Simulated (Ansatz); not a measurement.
Base system: SnBr₂ in the fluorite structure (space group Fm-3m, No. 225; a = 7.178 Å; a hypothetical phase, not in the database extracts checked). Axes: x, y, z lie along the cube axes.

Calculations: PBEsol (Ansatz, a quantum-chemistry and plane-wave program, PAW, no spin-orbit coupling).

A first run, uniaxial strain ε_xx = −2.50 %, gives secant values C11 ≈ 77 GPa and C12 ≈ 23 GPa from its stress. A second run applies biaxial strain +2.28 %, plane normal [001], relaxed out of plane.

### Question
What does linear elasticity predict for −ε⊥/ε∥ in the second run, and what does the run give?

### Answer
Linear elasticity: 2 C12/C11 = 0.60. The run gives 0.55; any difference comes from nonlinear terms at these strains and numerical noise.

Whether these cells are dynamically stable was not tested.
